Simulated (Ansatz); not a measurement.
Amorphous Zr20O41Ba, 62 atoms at 5.33 g/cm³, one PBE-relaxed geometry, zone centre. Methods: PBE, scalar-relativistic without spin-orbit coupling (Ansatz, a first-principles code); r2SCAN, scalar-relativistic without spin-orbit coupling (Ansatz); HSE06, scalar-relativistic without spin-orbit coupling (Ansatz). Plane waves to 420 eV (r2SCAN 500 eV); exact exchange is cut at the cell's faces. All rungs ran without spin polarisation.

It comes from a melt-quench run on a machine-learned potential (CHGNet), relaxed afterwards by DFT. O atoms were pushed apart under 1.9 Å during the dynamics, to hinder bonds among them. The hot cell started wider than the set density and was brought back towards it in steps. It is the lowest in DFT energy of 2 quenches. It is a model cell: composition and starting density were chosen by hand, and all elements were melted together. No dispersion term was used. Its density started from a set value of 5.35 and ended at 5.33 g/cm³. The simulated quench (nominally 450 K/ps over its main leg) is rapid and tends to freeze in more defects than a deposited or slowly cooled glass has. A cell of this size samples the disorder only roughly. Volume and shape were free in the relaxation.

The relaxation ran on the zone centre alone. At PBE the gap is 3.52 eV on a 2×2×2 Γ-centred mesh, and the spacing at the zone centre alone 3.53 eV.

What zone-centre spacing does r2SCAN give, roughly?

3.98 eV (+0.44 eV against PBE).

What zone-centre spacing does HSE06 give, roughly?

5.04 eV (+1.50 eV against PBE).

The highest filled and the lowest empty state spread over these numbers of atoms (participation numbers): PBE: 13.0 and 12.7; r2SCAN: 12.0 and 11.6; HSE06: 11.5 and 11.6.
